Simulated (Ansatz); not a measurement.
## How the lattice parameter a of fluorite HfO2 (high-temperature phase) moves with the method

No measured value is used here.

### Question
Put these levels in order of the lattice parameter a that they give for fluorite HfO2 (high-temperature phase), smallest first: LDA (Ansatz, a program for electronic structure), PBE-D3(BJ) (Ansatz), PBE0 (Ansatz).

### Answer
LDA (5.001 Å), PBE0 (5.057 Å), PBE-D3(BJ) (5.073 Å)

Density-functional levels without +SOC have no spin–orbit coupling. PBE-D3(BJ), PBE0, LDA: symmetry holds this phase in the static calculation, where it need not be a minimum. Cutoffs and k meshes differ between the levels. Ansatz's density-functional and Hartree–Fock values are scalar-relativistic unless marked +SOC, with PAW data made under PBE.
